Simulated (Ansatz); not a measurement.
Defect migration in zinc-blende BN: O-vacancy pair (O on one host N site, one N site vacant), charge state +2. All values below come from PBE, PAW (plane waves to 420 eV; Ansatz, an electronic-structure program).

64-site cell at the relaxed PBE lattice, a 2×2×2 k-point mesh shifted by half a step, smearing 0.01 eV, spin-restricted, no finite-size correction. No zero-point or tunnelling terms. The charge state is imposed; whether it is stable for some Fermi level was not computed. Forms of the defect that were not tried may lie lower.

Barriers: single points on a 3×3×3 k-point mesh shifted by half a step at the bands' geometries.

A. a nearby N atom hops onto the vacant site (O-vacancy distance between ideal sites 2.56 → 4.44 Å); the atom moves 2.53 Å along (0.49, 0.00, 0.50) of the unit cell; the moving atom starts with neighbours B at 1.52, 2 B at 1.57, B at 1.59 Å and ends with 2 B at 1.54, B at 1.57, B at 1.60 Å; the start lies 0.17 eV above the lowest site run; saddle order first order.
B. a nearby N atom hops onto the vacant site (O-vacancy distance between ideal sites 2.56 Å throughout); the atom moves 2.53 Å along (-0.49, 0.49, 0.00) of the unit cell; the moving atom starts with neighbours B at 1.53, B at 1.54, B at 1.58, B at 1.61 Å and ends with B at 1.53, B at 1.54, B at 1.58, B at 1.61 Å; the start lies 0.17 eV above the lowest site run; saddle order inconclusive.
C. direct exchange of O with the vacancy (O-vacancy distance between ideal sites 2.56 Å throughout); the atom moves 2.49 Å along (0.00, 0.49, -0.49) of the unit cell; the moving atom starts with neighbours B at 1.59, 2 B at 1.65, B at 1.70 Å and ends with B at 1.59, 2 B at 1.65, B at 1.70 Å; the start lies 0.17 eV above the lowest site run; saddle order inconclusive, on a symmetry element.

A band can be held on a symmetry element, so unchecked saddle points there may be too high.

Q: Order them by forward barrier (lowest first) at the level PBE, PAW.

A: C (5.73 eV), B (6.52 eV), A (6.92 eV)
